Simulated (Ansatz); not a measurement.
**Ag, response to strain**

The reference is Ag in the fcc (Cu type) structure (space group Fm-3m, No. 225; a = 4.105 Å; relaxed with 0.1 eV smearing). Axes: x, y, z lie along the cube axes.

Strains are applied to the cell and any free atomic positions relax; under biaxial strain the out-of-plane vector relaxes too; under stress the whole cell relaxes.

Method: r2SCAN/PAW in Ansatz (a program for electronic structure), spin-orbit coupling left out, earlier PAW set.

Notes on the quantities. pressure: mean of the normal stresses, compression positive; energy relative to the base: free energy F.

```tsv
change	pressure	energy relative to the base	space group
base	0.0 GPa	0 meV/atom	Fm-3m (No. 225)
biaxial strain −1.12 %, plane normal [001], relaxed out of plane	0.7 GPa	+1.2 meV/atom	I4/mmm (No. 139)
biaxial strain +1.43 %, plane normal [001], relaxed out of plane	-0.6 GPa	+1.5 meV/atom	I4/mmm (No. 139)
isotropic strain −0.55 %	1.8 GPa	+1.6 meV/atom	Fm-3m (No. 225)
uniaxial strain ε_xx = −1.43 %	1.6 GPa	+1.4 meV/atom	I4/mmm (No. 139)
uniaxial strain ε_xx = +3.05 %	-2.8 GPa	+5.8 meV/atom	I4/mmm (No. 139)
uniaxial strain ε_yy = −0.41 %	0.4 GPa	+0.1 meV/atom	I4/mmm (No. 139)
uniaxial strain ε_zz = −1.55 %	1.7 GPa	+1.7 meV/atom	I4/mmm (No. 139)
uniaxial stress, 3 GPa tension along x	–	+8.3 meV/atom	I4/mmm (No. 139)
uniaxial stress, 2 GPa tension along x	–	+3.8 meV/atom	I4/mmm (No. 139)
```

Beyond what the load breaks, stability against distortions was not tested.
